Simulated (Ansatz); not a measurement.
Ansatz (an electronic-structure program) run on Zn6Mo (Fm-3m, 7 atoms in the cell): zone-centre phonon calculation.

Method of the run: LDA (PW92), default PAW files made with PBE (plane waves; Ansatz).

```xyz
7
Lattice="0.0000 3.8252 3.8252 3.8252 0.0000 3.8252 3.8252 3.8252 0.0000" Properties=species:S:1:pos:R:3 pbc="T T T"
Zn     1.9126     1.9126     3.8252
Zn     1.9126     1.9126     0.0000
Zn     3.8252     1.9126     1.9126
Zn     0.0000     1.9126     1.9126
Zn     1.9126     3.8252     1.9126
Zn     1.9126     0.0000     1.9126
Mo     0.0000     0.0000     0.0000
```

Reference input (self-consistent single point, DFT, LDA (PW92), plane waves, default PAW files made with PBE): basis.ecutwfc = 30.9 Ry; kpoints.mp_grid.grid = 8 8 8; hamiltonian.xc = lda; hamiltonian.pseudopotentials = {kind: paw} (the program's default PAW files); scf.occupations.method = fermi_dirac; scf.occupations.width = 0.0073 Ry. This run's input differs from it in these lines:

Ansatz 0.2 input:
```diff
@@ -22,7 +22,5 @@
 scf:
-  occupations: { method: fermi_dirac, width: 0.0073 Ry }
-output:
-  forces: true
-  eigenvalues: true
-  stress: true
+  occupations: { method: fermi_dirac, width: 0.0367 Ry }
+phonons:
+  method: dfpt
```

Output, abridged:

```
SCF iter   1: F=—  HF=-24321.544091 eV  |F-HF|=—  |Δ(HF+E_count)|=         —  Δρ=1.43e-2  dr2=5.82e-1  ethr=1.77e-3  ⟨swp⟩=9.1  Hψ=41658  notcnv=0
all-band conjugate gradients solve this SCF's bands
preconditioner: auto → LDOS
SCF iter   2: F=—  HF=-24321.500670 eV  |F-HF|=—  |Δ(HF+E_count)|=   4.34e-2  Δρ=1.08e-2  dr2=1.22e-1  ethr=6.76e-4  ⟨swp⟩=2.1  Hψ=16204  notcnv=0
   [... lines left out ...]
SCF iter   6: F=—  HF=-24321.462015 eV  |F-HF|=—  |Δ(HF+E_count)|=   2.16e-6  Δρ=1.91e-5  dr2=2.36e-7  ethr=4.58e-9  ⟨swp⟩=2.0  Hψ=16036  notcnv=0
SCF iter   7: F=—  HF=-24321.462015 eV  |F-HF|=—  |Δ(HF+E_count)|=   2.48e-8  Δρ=2.28e-6  dr2=2.07e-9  ethr=2.74e-10  ⟨swp⟩=1.9  Hψ=11656  notcnv=0
SCF iter   8: F=—  HF=-24321.462015 eV  |F-HF|=—  |Δ(HF+E_count)|=   1.10e-9  Δρ=5.25e-7  dr2=1.46e-10  ethr=2.40e-12  ⟨swp⟩=2.2  Hψ=15971  notcnv=0
SCF iter   9: F=-24321.462015 eV  HF=-24321.462015 eV  |F-HF|=3.64e-12  |Δ(HF+E_count)|=  5.09e-11  Δρ=5.71e-8  dr2=1.67e-12  ethr=1.00e-12  ⟨swp⟩=6.1  Hψ=43777  notcnv=0
SCF 1 converged in 9 iterations: F = -24321.462015 eV  dr2 = 1.67e-12
DFPT response loops at Γ: preconditioner auto → Kerker (q_TF=auto, 2.611 Å⁻¹) (partly filled bands, converged f_vac=0.029) …
the run's response loops start from zero, take more passes and end by a threshold …
Free energy (F): -24321.462015 eV
Internal energy: -24319.304819 eV  (E = F + TS)
E sigma→0 (E₀):  -24320.383417 eV
Entropy (-TS):   -2.157197 eV (-308.171 meV/atom)
Fermi energy:    10.926577 eV
   [... lines left out ...]
  ASR residual per site (eV/Å²): 5.81e-5 5.81e-5 5.81e-5 5.81e-5 5.81e-5 5.81e-5 2.14e-3
  Γ frequencies (cm⁻¹): 0.00 0.00 0.00 75.75 75.75 75.75 96.45 96.45 134.76 134.76 134.76 141.18 141.18 141.18 152.21 152.21 152.21 201.85 234.01 234.01 234.01
  non-analytic LO–TO correction: not included (Born effective charges unavailable; polar crystals: no LO–TO splitting at Γ)
```

The run converged in 9 iterations. 

Summary of the result:
```
Property                                                                                                                                         Value
--------------------------------------------------------  --------------------------------------------------------------------------------------------
Free energy E − TS (on the zero of these files)                                                                                         -24321.4620 eV
Fermi level (on the code's own zero)                                                                                                          10.93 eV
Zone-centre frequencies (cm⁻¹; negative means imaginary)  0, 0, 0, 76, 76, 76, 96, 96, 135, 135, 135, 141, 141, 141, 152, 152, 152, 202, 234, 234, 234
```

The starting cell comes from a database of computed structures (which also holds hypothetical and non-ambient phases and stackings), without a prior relaxation at this level. Its lattice was rescaled by up to half a per cent. Spin polarisation is off.

Cost on one core of a shared machine: roughly 10 min.
